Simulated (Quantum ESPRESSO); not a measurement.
Worked example: self-consistent single point of LaMg3 (Pm-3m, 4 atoms in the cell) in Quantum ESPRESSO.

Computed with PBEsol, GBRV 1.5 ultrasoft (PBESOL) pseudopotentials (plane waves; Quantum ESPRESSO).

The change in words: lattice scaled by 0.97. Reference geometry:
```yaml
crystal:
  lattice:
    - [4.77177, 0.00000, 0.00000]
    - [0.00000, 4.77177, 0.00000]
    - [0.00000, 0.00000, 4.77177]
  atoms:
    - { symbol: La, position: [0.00000, 0.00000, 0.00000] }
    - { symbol: Mg, position: [0.50000, 0.50000, 0.00000] }
    - { symbol: Mg, position: [0.00000, 0.50000, 0.50000] }
    - { symbol: Mg, position: [0.50000, 0.00000, 0.50000] }
```

Reference input (self-consistent single point, DFT, PBEsol, plane waves, GBRV 1.5 ultrasoft (PBESOL) pseudopotentials): ecutwfc = 40 Ry; ecutrho = 200 Ry; occupations = smearing; smearing = fermi-dirac; degauss = 0.0073499 Ry; potentials = {La: la_pbesol_v1.uspp.F.UPF, Mg: mg_pbesol_v1.4.uspp.F.UPF}; K_POINTS = automatic 6 6 6 0 0 0; conv_thr = 1e-10 Ry; mixing_beta = 0.3. This run's input differs from it in these lines:

```diff
@@ -33,5 +33,5 @@
 CELL_PARAMETERS {angstrom}
-   4.77177300     0.00000000     0.00000000
-   0.00000000     4.77177300     0.00000000
-   0.00000000     0.00000000     4.77177300
+   4.62862000     0.00000000     0.00000000
+   0.00000000     4.62862000     0.00000000
+   0.00000000     0.00000000     4.62862000
```

Output (repeated stretches shortened):

```
     Self-consistent Calculation

     iteration #  1     ecut=    40.00 Ry     beta= 0.30

     negative rho (up, down):  6.980E-02 0.000E+00

     total energy              =    -477.51154866 Ry
     estimated scf accuracy    <       0.48719621 Ry

     iteration #  2     ecut=    40.00 Ry     beta= 0.30

     negative rho (up, down):  6.626E-02 0.000E+00

     total energy              =    -477.55009773 Ry
     estimated scf accuracy    <       0.09272939 Ry

     iteration #  3     ecut=    40.00 Ry     beta= 0.30

     negative rho (up, down):  6.300E-02 0.000E+00

     total energy              =    -477.54344925 Ry
     estimated scf accuracy    <       0.02149869 Ry

   [... 7 blocks of this kind left out ...]

     iteration # 11     ecut=    40.00 Ry     beta= 0.30

     negative rho (up, down):  6.159E-02 0.000E+00

     total energy              =    -477.54698450 Ry
     estimated scf accuracy    <          1.1E-09 Ry

     iteration # 12     ecut=    40.00 Ry     beta= 0.30

     negative rho (up, down):  6.159E-02 0.000E+00
     End of self-consistent calculation

     the Fermi energy is     7.7274 ev

!    total energy              =    -477.54698450 Ry
     estimated scf accuracy    <          1.8E-11 Ry
     smearing contrib. (-TS)   =      -0.00863852 Ry
     internal energy E=F+TS    =    -477.53834598 Ry

     convergence has been achieved in  12 iterations

     negative rho (up, down):  6.159E-02 0.000E+00

     Forces acting on atoms (cartesian axes, Ry/au):

     atom    1 type  1   force =     0.00000000    0.00000000    0.00000000
   [... zero for the other atoms too ...]

     Total force =     0.000000     Total SCF correction =     0.000000

     negative rho (up, down):  6.159E-02 0.000E+00
          total   stress  (Ry/bohr**3)                   (kbar)     P=       40.49
   0.00027523   0.00000000   0.00000000           40.49        0.00        0.00
   0.00000000   0.00027523   0.00000000            0.00       40.49        0.00
   0.00000000   0.00000000   0.00027523            0.00        0.00       40.49

   JOB DONE.
```

The run converged in 12 iterations. Against the reference run the free energy goes up by 29.2 meV/atom and the pressure goes from 0.16 to 4.05 GPa.

The starting cell comes from a database of computed structures (which also holds hypothetical and non-ambient phases and stackings), without a prior relaxation at this level. Its lattice was rescaled by a random factor within 2.5 % of one. For this run, on top of that: lattice scaled by 0.97.

Cost on one core of a shared machine: roughly 40 s.
